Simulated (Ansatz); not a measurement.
Abridged Ansatz (a program for electronic structure) output:

```
Pseudopotential: Ba, paw, valence charge 10
Pseudopotential: Hf, paw, valence charge 26
Pseudopotential: Te, paw, valence charge 16
Crystal: 5 atoms, lattice volume = 171.936 Å³
Basis set: ecut = 420 eV, 3407 PW (Γ), exchange–correlation on 80×80×80 points (8 copies of the dense FFT grid, shifted against one another)
Bands: 48, of which v1, the nominal top of the filled ones, is band 42 counted from 1 (41 counted from 0)
Symmetry: 48 space group operations
k-points: 35 of 729
Functional: x = pbesol(κ = 0.804, μ = 0.12345679012345678), c = pbesol(β = 0.046)
SCF iter   1: F=—  HF=-42170.309031 eV  |F-HF|=—  |Δ(HF+E_count)|=         —  Δρ=3.16e-3  dr2=2.58e-2  ethr=1.77e-3  ⟨swp⟩=8.0  Hψ=6618  notcnv=0
SCF iter   2: F=—  HF=-42170.305567 eV  |F-HF|=—  |Δ(HF+E_count)|=   3.46e-3  Δρ=1.65e-3  dr2=6.11e-3  ethr=3.08e-5  ⟨swp⟩=2.1  Hψ=3271  notcnv=0  defer=8
SCF 1 converged in 11 iterations: F = -42170.305364 eV  dr2 = 2.66e-11
SCF converged after 11 iterations
Free energy (F): -42170.305364 eV
Internal energy: -42170.296988 eV  (E = F + TS)
E sigma→0 (E₀):  -42170.301176 eV
Entropy (-TS):   -0.008377 eV (-1.675 meV/atom)
Fermi energy:    9.897765 eV
--- Forces (eV/Å), atoms counted from 1 ---
  atom   1  Ba     0.00000000    -0.00000000     0.00000000
  atom   2  Hf    -0.00000000     0.00000000     0.00000000
  atom   3  Te     0.00000000     0.00000000     0.00000000
  atom   4  Te     0.00000000    -0.00000000     0.00000000
  atom   5  Te     0.00000000    -0.00000000    -0.00000000
--- Stress (GPa, compression-positive) ---
       -0.000922       0.000000       0.000000
        0.000000      -0.000922       0.000000
        0.000000       0.000000      -0.000922
  P = ⅓ Tr σ = -0.0009 GPa (-0.009 kbar)
```

**Question.** What was computed, and what are the main results?

**Answer.** BaHfTe3, 5 atoms in the cell, with Ansatz PBEsol, no spin-orbit coupling. The last SCF converged to F = -42170.305364 eV, or -8434.0611 eV per atom, at a pressure of 0.00 GPa. The total energy compares only with runs of the same code, potentials and settings.

Spin-orbit coupling, missing from the scalar runs, can matter with Hf and Te. No phonon test of stability was made. All final runs are without spin polarisation. The cell was made from BaHfO3 by this change: O → Te; the result is a hypothetical phase, not in the database extracts checked.
